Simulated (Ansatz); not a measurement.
Level of theory: PBE (plane waves to 420 eV, PAW; Ansatz, a program for electronic structure).

Plane-averaged electrostatic potential energy along the normal, in eV from the Fermi level, for Br on the 1x1 (0001) surface of hcp Co, ferromagnetic, one in a 2x2 cell, started at the site 'hollow Co-Co-Co over Co at depth 2.0 Å':

```json
[
 {"z (Å)": "5.38", "V (eV)": "4.97"},
 {"z (Å)": "5.67", "V (eV)": "4.97"},
 {"z (Å)": "5.95", "V (eV)": "4.96"},
 {"z (Å)": "6.23", "V (eV)": "4.96"},
 {"z (Å)": "6.52", "V (eV)": "4.95"},
 {"z (Å)": "6.80", "V (eV)": "4.94"},
 {"z (Å)": "7.08", "V (eV)": "4.91"},
 {"z (Å)": "7.37", "V (eV)": "4.85"},
 {"z (Å)": "7.65", "V (eV)": "4.73"},
 {"z (Å)": "7.93", "V (eV)": "4.49"},
 {"z (Å)": "8.22", "V (eV)": "4.00"},
 {"z (Å)": "8.50", "V (eV)": "2.98"},
 {"z (Å)": "8.78", "V (eV)": "0.87"},
 {"z (Å)": "9.07", "V (eV)": "-4.86"},
 {"z (Å)": "9.35", "V (eV)": "-13.72"},
 {"z (Å)": "9.63", "V (eV)": "-19.74"},
 {"z (Å)": "9.92", "V (eV)": "-19.45"},
 {"z (Å)": "10.20", "V (eV)": "-13.07"},
 {"z (Å)": "10.48", "V (eV)": "-4.76"},
 {"z (Å)": "10.77", "V (eV)": "-1.56"},
 {"z (Å)": "11.05", "V (eV)": "-6.25"},
 {"z (Å)": "11.33", "V (eV)": "-14.77"},
 {"z (Å)": "11.62", "V (eV)": "-20.18"},
 {"z (Å)": "11.90", "V (eV)": "-19.15"},
 {"z (Å)": "12.18", "V (eV)": "-12.21"},
 {"z (Å)": "12.47", "V (eV)": "-3.82"},
 {"z (Å)": "12.75", "V (eV)": "-0.58"},
 {"z (Å)": "13.03", "V (eV)": "-3.95"},
 {"z (Å)": "13.32", "V (eV)": "-12.38"},
 {"z (Å)": "13.60", "V (eV)": "-19.23"},
 {"z (Å)": "13.88", "V (eV)": "-20.11"},
 {"z (Å)": "14.17", "V (eV)": "-14.57"},
 {"z (Å)": "14.45", "V (eV)": "-6.04"},
 {"z (Å)": "14.73", "V (eV)": "-1.49"},
 {"z (Å)": "15.02", "V (eV)": "-4.79"},
 {"z (Å)": "15.30", "V (eV)": "-13.12"},
 {"z (Å)": "15.58", "V (eV)": "-19.50"},
 {"z (Å)": "15.87", "V (eV)": "-19.85"},
 {"z (Å)": "16.15", "V (eV)": "-13.99"},
 {"z (Å)": "16.43", "V (eV)": "-5.36"},
 {"z (Å)": "16.72", "V (eV)": "-0.06"},
 {"z (Å)": "17.00", "V (eV)": "0.72"},
 {"z (Å)": "17.28", "V (eV)": "-1.21"},
 {"z (Å)": "17.57", "V (eV)": "-3.02"},
 {"z (Å)": "17.85", "V (eV)": "-3.24"},
 {"z (Å)": "18.13", "V (eV)": "-1.65"},
 {"z (Å)": "18.42", "V (eV)": "1.30"},
 {"z (Å)": "18.70", "V (eV)": "3.48"},
 {"z (Å)": "18.98", "V (eV)": "4.20"},
 {"z (Å)": "19.27", "V (eV)": "4.51"},
 {"z (Å)": "19.55", "V (eV)": "4.63"},
 {"z (Å)": "19.83", "V (eV)": "4.68"},
 {"z (Å)": "20.12", "V (eV)": "4.70"},
 {"z (Å)": "20.40", "V (eV)": "4.71"},
 {"z (Å)": "20.68", "V (eV)": "4.71"},
 {"z (Å)": "20.97", "V (eV)": "4.71"},
 {"z (Å)": "21.25", "V (eV)": "4.72"},
 {"z (Å)": "21.53", "V (eV)": "4.72"},
 {"z (Å)": "21.82", "V (eV)": "4.72"},
 {"z (Å)": "22.10", "V (eV)": "4.72"}
]
```

Slab: 17 atoms, 6.0 Å thick at the start under the adsorbate (thin: gaps and levels are the slab's own); k 7x7x1, smearing 0.1 eV, dipole-corrected; 8 atoms held, the rest relaxed; held to the start's symmetry, so lower structures may exist; spin-polarised, no spin-orbit, no U, no dispersion correction. At the end it is bonded to 3 Co. In PBE it is, or lies within 0.03 eV of, the lowest of the starts that converged.

The vacuum level lies 4.72 eV above the Fermi level over the top face and 4.97 eV above it under the bottom face.
